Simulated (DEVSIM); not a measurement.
System: abrupt GaSb n-p junction, at 400 K.

Layer 1 from the left is GaSb, thickness (μm) 0.390, Nd (cm⁻³) 1.1e15, τn (s) 3.4e-9, τp (s) 3.4e-9. Layer 2 from the left is GaSb, thickness (μm) 62.0, Na (cm⁻³) 3.4e14, τn (s) 3.4e-9, τp (s) 3.4e-9.

Left contact: ohmic. Right contact: ohmic. Voltage is applied to the left contact. Recombination: SRH at mid-gap, radiative, Auger. Mobility is constant in doping.

The device is made up for the run: typed textbook-type constants, with dimensions and the other settings drawn at random. Values at 300 K; Nc and Nv go as T^1.5, mobilities as T to minus their exponent, the gap by Varshni's rule with the affinity fixed.

GaSb: gap (eV) 0.726, affinity (eV) 4.06, permittivity 15.7, Nc (cm⁻³) 2.1e17, Nv (cm⁻³) 1.8e19, μn (cm²/Vs) 5000, μp (cm²/Vs) 850, T exponent of μn 2, T exponent of μp 1.7, B (cm³/s) 1e-10, Cn (cm⁶/s) 5e-30, Cp (cm⁶/s) 5e-30, Varshni α (eV/K) 0.00042, Varshni β (K) 140.

DEVSIM, 1D drift-diffusion, Boltzmann statistics, complete ionisation; no tunnelling, impact ionisation, image-force lowering or self-heating.

Problem. What does the simulation give for the dark forward voltage at 1 A/cm², the largest field in the device at zero bias, the potential step across the device at zero bias?

Solution. dark forward voltage at 1 A/cm² 0.117 V; largest field in the device at zero bias 2200 V/cm; potential step across the device at zero bias 0.107 V.
